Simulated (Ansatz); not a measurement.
## ZnS, response to strain

The reference is ZnS in the zinc blende structure (space group F-43m, No. 216; a = 5.3891 Å). Axes: x, y, z lie along the cube axes.

Strains are applied to the cell and any free atomic positions relax; under biaxial strain the out-of-plane vector relaxes too.

Computed with Ansatz (a quantum-chemistry and plane-wave program), r2SCAN, PAW, cutoff 500 eV, scalar-relativistic without spin-orbit coupling.

```csv
"biaxial strain, plane normal [111], relaxed out of plane (%)",out-of-plane strain (%)
0,0.00
0.42,-0.26
0.83,-0.51
1.25,-0.76
1.67,?
2.08,-1.25
2.5,-1.49
```

Task: Fit ε⊥ = −νε + γε² (strains in %) to the rows shown and predict the withheld row.

Result: Least squares on the printed values gives ν = 0.62 (the biaxial Poisson response) and γ = 0.010 (largest residual 0.00 %); this predicts -1.01 %, and the run gives -1.01 %, in agreement.

Stability against distortions was not tested.
